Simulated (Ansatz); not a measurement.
## Pressure series in Sn

Start from Sn in the diamond structure (space group Fd-3m, No. 227; a = 6.6558 Å).

Cell and atoms are relaxed at each pressure.

All numbers come from PBE (Ansatz, an electronic-structure program, PAW, no spin-orbit coupling), earlier PAW set.

Notes on the quantities. enthalpy: H = E + PV relative to the base's energy.

```csv
case,shortest interatomic distance,enthalpy
base,2.882 Å,–
pressure −2 GPa,2.946 Å,-0.47 eV/atom
pressure −1 GPa,2.912 Å,-0.23 eV/atom
pressure 0.3 GPa,2.874 Å,+0.07 eV/atom
pressure 0.7 GPa,2.864 Å,+0.16 eV/atom
pressure 1.5 GPa,2.846 Å,+0.34 eV/atom
pressure 3 GPa,2.815 Å,+0.66 eV/atom
pressure 5 GPa,2.780 Å,+1.09 eV/atom
pressure 7.5 GPa,2.744 Å,+1.59 eV/atom
pressure 10 GPa,2.714 Å,+2.08 eV/atom
```

Load acts through the strain it causes; cell and atoms are relaxed under it. No phonon test of stability was made. Tetrahedral semiconductors of this kind turn to denser phases somewhere between about 1 and 50 GPa; those were not computed, so compressed cells here can lie past the real transition.
